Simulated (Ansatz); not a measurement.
The starting structures come from a database of crystals and need not be the phases stable at ambient conditions.

Data:

```
GaP
1.0
    3.88603     0.00000     0.00000
   -1.94302     3.36540     0.00000
    1.94301     1.12180     6.43081
Ga P
2 2
Cartesian
  0.00000   2.24360   1.96854
  3.88603   2.24360   4.46227
  1.94301   3.36540   1.10713
  1.94301   1.12180   5.32368
```

Space group of this cell: R-3m. The cell is taken as given; by r2SCAN its mean pressure is -2.3 GPa.

The numbers are results of r2SCAN (plane waves, PAW; Ansatz, a quantum-chemistry and plane-wave program), not measurements.

The current runs along the normal of the first two printed vectors; no spin-orbit coupling. Scaled by the factor s: the length along the current (ions clamped). Meshes 10×10×10 and 12×12 across the current in all rows.

| s | mean pressure (GPa) | band gap (eV) |
|---|---|---|
| 0.97 | 0.4 | ? |
| 1.00 | -2.3 | 1.07 |
| 1.03 | -4.4 | 0.91 |

### Question
Take the slope of the band gap against ln s from the two given rows, extrapolate to s = 0.97, and say what the run there gives.

### Answer
Slope = (0.91 − 1.07) / ln 1.03 = -5.41 eV. The line gives 1.07 + (-5.41) × ln 0.97 = 1.23 eV. The run gives 1.23 eV, as the line does.
